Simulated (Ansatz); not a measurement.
Structure of amorphous Si₂₀Sn₅O₄₅ (periodic cell):

```xyz
70
Lattice="9.9962 -0.3630 -0.1639 -0.3630 10.5605 0.1229 -0.1639 0.1229 10.6310" Properties=species:S:1:pos:R:3 pbc="T T T"
Si     5.8631     8.4172     0.7806
Si     2.0591     3.7171     5.6960
Si     1.9945     6.8210     2.0210
Si     6.2205     5.6857     2.1429
Si     3.2200     9.7934     1.7945
Si     0.0289     8.1115     8.1879
Si     8.4251     3.7459     7.8746
Si     4.2344    10.1461     7.2521
Si    -0.2426     5.8964     6.0150
Si     4.5641     7.5642     8.6898
Si     6.4366     1.6840     8.7073
Si     2.0188     6.1471     9.6698
Si     3.9434     5.6231     4.2363
Si     5.4970     7.6726     5.9269
Si     7.6062     1.3229     2.7540
Si     0.4470     2.7738     3.1738
Si     1.2899     3.1998     8.5578
Si     8.3631     0.0150     0.0454
Si     9.3709     5.4202     2.8419
Si     1.3527     1.1404     0.4790
Sn     1.1365     9.9662     5.9088
Sn     4.8968     2.9951     0.9274
Sn     4.9834     1.2986     4.2000
Sn     7.5582     9.6919     5.4712
Sn     8.0579     6.4719    10.0786
O      7.6034     0.6406     9.2546
O      1.0984     4.9861     5.9403
O      8.5471     4.6806     6.5190
O      1.5772     2.1415     9.7743
O      7.8211     5.4333     2.4020
O      7.1415     2.7553     7.6818
O      6.3424     2.3609     2.7294
O     -0.0028     0.2643     0.1770
O      1.6028     4.6667     9.1842
O      0.1810     7.2720     6.7632
O      8.3576     4.6596     9.1847
O      7.9850     1.0839     1.2011
O      3.3280     0.1256     6.3073
O      3.8663     9.0060     8.3595
O      2.4429     6.0643     0.6481
O      9.3792     5.9799     4.3522
O      2.4546     8.3693     2.0677
O      2.1814     2.9526     7.1601
O      8.4955     7.7863     8.5082
O      5.3038     5.2183     3.4381
O      5.6379     2.3789     9.8923
O      0.7045     9.5469     7.8496
O      5.5077     7.7190    10.0002
O      5.4705     0.7947     7.7203
O      0.3519     6.7769     2.1315
O      4.6313     9.4581     0.9965
O      6.9957     0.0734     3.6626
O      1.1149     2.0582     1.8528
O      2.6938     5.9984     3.2517
O      5.9541     7.3086     1.9663
O      0.8750     7.2569     9.3411
O      5.2131     9.3420     6.1292
O      5.8122     4.8565     0.8272
O      3.4139     6.4602     8.9063
O      0.0557     4.3111     2.8238
O      9.7351     2.7424     7.9321
O      4.2564     6.9469     5.1524
O      7.3116     9.1619     0.6329
O      3.8711     0.0152     3.0436
O      3.4943     4.3224     5.1511
O      5.5109     7.0749     7.4540
O      6.9102     7.7351     5.1659
O      2.6072     0.1318     0.7076
O      1.4629     2.7291     4.4925
O      9.0482     1.6851     3.4875
```

Level of theory: PBE, scalar-relativistic without spin-orbit coupling (plane waves to 420 eV, PAW; Ansatz, an electronic-structure program).

A CHGNet melt-quench gave the starting glass, which DFT then relaxed. O atoms were pushed apart under 1.9 Å during the dynamics, to hinder bonds among them. The hot cell started wider than the set density and was brought back towards it in steps. It is the lowest in DFT energy of 2 quenches. It is a model cell: composition and starting density were chosen by hand, and all elements were melted together. No dispersion term was used. Its density started from a set value of 2.90 and ended at 2.78 g/cm³. The simulated quench (nominally 190 K/ps over its main leg) is rapid and tends to freeze in more defects than a deposited or slowly cooled glass has. A cell of this size samples the disorder only roughly. Volume and shape were free in the relaxation.

Bonds are counted up to Si-Si 2.60 Å, Si-Sn 2.75 Å, Si-O 1.90 Å, Sn-Sn 3.06 Å, Sn-O 2.46 Å, O-O 1.58 Å. Two cations that share two anions don't count as bonded, nor two that share one unless they lie closer than Si-Si 2.38 Å, Si-Sn 2.68 Å, Sn-Sn 2.97 Å.

Task: Give the coordination numbers, mean bond lengths and angles.

Result: 
```
Property                                                         Result
---------------------------------  ------------------------------------
Mean coordination of Si by anions                      4.00 (20 with 4)
Mean coordination of Sn by anions             2.40 (3 with 2, 2 with 3)
Mean coordination of O                       2.04 (43 with 2, 2 with 3)
Mean Si-O bond                     1.635 Å (spread 0.021 Å, 80 counted)
Mean Sn-O bond                     2.139 Å (spread 0.135 Å, 12 counted)
Bond angle at Si                               mean 109.4°, spread 3.8°
Bond angle at Sn                               mean 93.7°, spread 11.2°
Bond angle at O                               mean 138.9°, spread 18.1°
```

Task: Which atoms depart from the most common coordination of their element?

Result: Sn22 has 3 (O46 2.03 Å, O58 2.08 Å, O32 2.40 Å); Sn23 has 3 (O64 2.05 Å, O32 2.27 Å, O52 2.42 Å); O32 has 3 (Si15 1.64 Å, Sn23 2.27 Å, Sn22 2.40 Å); O52 has 3 (Si15 1.66 Å, Sn24 2.14 Å, Sn23 2.42 Å).

Task: List the pairs of like atoms that count as bonded by the rules above.

Result: There are none by these rules.

Task: What Bader charges do the atoms carry, from a run on the zone centre alone?

Result: Means (range): Si +3.28 e (+3.24 to +3.30), Sn +1.41 e (+1.37 to +1.44), O -1.61 e (-1.67 to -1.45).
```json
[
 {"atom": "Si1", "charge (e)": "+3.29"},
 {"atom": "Si2", "charge (e)": "+3.28"},
 {"atom": "Si3", "charge (e)": "+3.29"},
 {"atom": "Si4", "charge (e)": "+3.27"},
 {"atom": "Si5", "charge (e)": "+3.28"},
 {"atom": "Si6", "charge (e)": "+3.25"},
 {"atom": "Si7", "charge (e)": "+3.27"},
 {"atom": "Si8", "charge (e)": "+3.27"},
 {"atom": "Si9", "charge (e)": "+3.29"},
 {"atom": "Si10", "charge (e)": "+3.29"},
 {"atom": "Si11", "charge (e)": "+3.28"},
 {"atom": "Si12", "charge (e)": "+3.30"},
 {"atom": "Si13", "charge (e)": "+3.28"},
 {"atom": "Si14", "charge (e)": "+3.25"},
 {"atom": "Si15", "charge (e)": "+3.24"},
 {"atom": "Si16", "charge (e)": "+3.28"},
 {"atom": "Si17", "charge (e)": "+3.29"},
 {"atom": "Si18", "charge (e)": "+3.29"},
 {"atom": "Si19", "charge (e)": "+3.30"},
 {"atom": "Si20", "charge (e)": "+3.29"},
 {"atom": "Sn21", "charge (e)": "+1.37"},
 {"atom": "Sn22", "charge (e)": "+1.41"},
 {"atom": "Sn23", "charge (e)": "+1.42"},
 {"atom": "Sn24", "charge (e)": "+1.39"},
 {"atom": "Sn25", "charge (e)": "+1.44"},
 {"atom": "O26", "charge (e)": "-1.65"},
 {"atom": "O27", "charge (e)": "-1.67"},
 {"atom": "O28", "charge (e)": "-1.65"},
 {"atom": "O29", "charge (e)": "-1.64"},
 {"atom": "O30", "charge (e)": "-1.66"},
 {"atom": "O31", "charge (e)": "-1.64"},
 {"atom": "O32", "charge (e)": "-1.49"},
 {"atom": "O33", "charge (e)": "-1.64"},
 {"atom": "O34", "charge (e)": "-1.66"},
 {"atom": "O35", "charge (e)": "-1.66"},
 {"atom": "O36", "charge (e)": "-1.50"},
 {"atom": "O37", "charge (e)": "-1.66"},
 {"atom": "O38", "charge (e)": "-1.48"},
 {"atom": "O39", "charge (e)": "-1.65"},
 {"atom": "O40", "charge (e)": "-1.65"},
 {"atom": "O41", "charge (e)": "-1.65"},
 {"atom": "O42", "charge (e)": "-1.66"},
 {"atom": "O43", "charge (e)": "-1.63"},
 {"atom": "O44", "charge (e)": "-1.49"},
 {"atom": "O45", "charge (e)": "-1.65"},
 {"atom": "O46", "charge (e)": "-1.51"},
 {"atom": "O47", "charge (e)": "-1.45"},
 {"atom": "O48", "charge (e)": "-1.65"},
 {"atom": "O49", "charge (e)": "-1.66"},
 {"atom": "O50", "charge (e)": "-1.65"},
 {"atom": "O51", "charge (e)": "-1.65"},
 {"atom": "O52", "charge (e)": "-1.47"},
 {"atom": "O53", "charge (e)": "-1.65"},
 {"atom": "O54", "charge (e)": "-1.65"},
 {"atom": "O55", "charge (e)": "-1.65"},
 {"atom": "O56", "charge (e)": "-1.66"},
 {"atom": "O57", "charge (e)": "-1.63"},
 {"atom": "O58", "charge (e)": "-1.49"},
 {"atom": "O59", "charge (e)": "-1.65"},
 {"atom": "O60", "charge (e)": "-1.66"},
 {"atom": "O61", "charge (e)": "-1.65"},
 {"atom": "O62", "charge (e)": "-1.65"},
 {"atom": "O63", "charge (e)": "-1.65"},
 {"atom": "O64", "charge (e)": "-1.50"},
 {"atom": "O65", "charge (e)": "-1.64"},
 {"atom": "O66", "charge (e)": "-1.64"},
 {"atom": "O67", "charge (e)": "-1.45"},
 {"atom": "O68", "charge (e)": "-1.65"},
 {"atom": "O69", "charge (e)": "-1.65"},
 {"atom": "O70", "charge (e)": "-1.65"}
]
```
